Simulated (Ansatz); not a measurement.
Density of states of PtS2 (P-3m1) above the conduction band minimum, r2SCAN+D4 with spin-orbit coupling, rigid bands (Ansatz, an electronic-structure program); cell volume 56.8 Å³.

```json
[
 {"energy from edge (eV)": "0.006", "10⁻³ states/eV/cell": "39.1"},
 {"energy from edge (eV)": "0.031", "10⁻³ states/eV/cell": "98.5"},
 {"energy from edge (eV)": "0.056", "10⁻³ states/eV/cell": "143"},
 {"energy from edge (eV)": "0.081", "10⁻³ states/eV/cell": "187"},
 {"energy from edge (eV)": "0.106", "10⁻³ states/eV/cell": "236"},
 {"energy from edge (eV)": "0.131", "10⁻³ states/eV/cell": "563"},
 {"energy from edge (eV)": "0.156", "10⁻³ states/eV/cell": "819"},
 {"energy from edge (eV)": "0.181", "10⁻³ states/eV/cell": "1070"},
 {"energy from edge (eV)": "0.206", "10⁻³ states/eV/cell": "1360"},
 {"energy from edge (eV)": "0.231", "10⁻³ states/eV/cell": "1500"},
 {"energy from edge (eV)": "0.256", "10⁻³ states/eV/cell": "1510"},
 {"energy from edge (eV)": "0.281", "10⁻³ states/eV/cell": "1520"},
 {"energy from edge (eV)": "0.319", "10⁻³ states/eV/cell": "1570"},
 {"energy from edge (eV)": "0.344", "10⁻³ states/eV/cell": "1600"},
 {"energy from edge (eV)": "0.369", "10⁻³ states/eV/cell": "1620"},
 {"energy from edge (eV)": "0.394", "10⁻³ states/eV/cell": "1650"},
 {"energy from edge (eV)": "0.419", "10⁻³ states/eV/cell": "1680"},
 {"energy from edge (eV)": "0.444", "10⁻³ states/eV/cell": "1710"},
 {"energy from edge (eV)": "0.469", "10⁻³ states/eV/cell": "1740"},
 {"energy from edge (eV)": "0.494", "10⁻³ states/eV/cell": "1770"},
 {"energy from edge (eV)": "0.519", "10⁻³ states/eV/cell": "1810"},
 {"energy from edge (eV)": "0.544", "10⁻³ states/eV/cell": "1840"},
 {"energy from edge (eV)": "0.569", "10⁻³ states/eV/cell": "1880"},
 {"energy from edge (eV)": "0.594", "10⁻³ states/eV/cell": "1920"}
]
```

Question: What effective density of states at 300 K does this give (∫ g(E) exp(−E/k_BT) dE, both spins, divided by the cell's size)?

Answer: 3.9e19 cm⁻³, a density-of-states mass of 1.35 mₑ, valleys and band degeneracy included.

Geometry: cell and atoms relaxed with r2SCAN+D4.

Computed structure with no diffraction record at hand here (it may be known, metastable or hypothetical): PtS2 (P-3m1).
